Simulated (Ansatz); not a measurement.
Given:

```yaml
crystal:
  lattice:
    - [3.27899, 0.00000, 0.00000]
    - [-1.63949, 2.83969, 0.00000]
    - [0.00000, 0.00000, 12.94948]
  atoms:
    - { symbol: W, position: [0.33333, 0.66667, 0.25000] }
    - { symbol: W, position: [0.66667, 0.33333, 0.75000] }
    - { symbol: Se, position: [0.33333, 0.66667, 0.61977] }
    - { symbol: Se, position: [0.66667, 0.33333, 0.11977] }
    - { symbol: Se, position: [0.66667, 0.33333, 0.38023] }
    - { symbol: Se, position: [0.33333, 0.66667, 0.88023] }
```

No spin polarisation.

Computed with PBE-D3(BJ) in Ansatz (plane waves to 420 eV, PAW, no spin-orbit coupling), earlier PAW set. k-mesh 12×12×3 (Γ-centred); smearing 0.05 eV (Fermi–Dirac).

**Question.** Predict the space group and valence-band top at Γ.

**Answer.** 
* **Space group**: P6_3/mmc (No. 194)
* **Valence-band top at Γ (three highest levels, from the VBM)**: 0.00, -1.04, -1.14 eV

With W present, leaving out spin-orbit coupling can change the band edges. The levels and masses belong to the bands next to the band gap. The cells carry an imposed strain or load. Stability against distortions was not tested. The cell was made from WSe2 in the 2H-MoS2 type structure (space group P6_3/mmc, No. 194; layered, stacked along the Cartesian z axis) by this change: uniaxial strain ε_zz = +1.28 %.

Ansatz is a first-principles code.
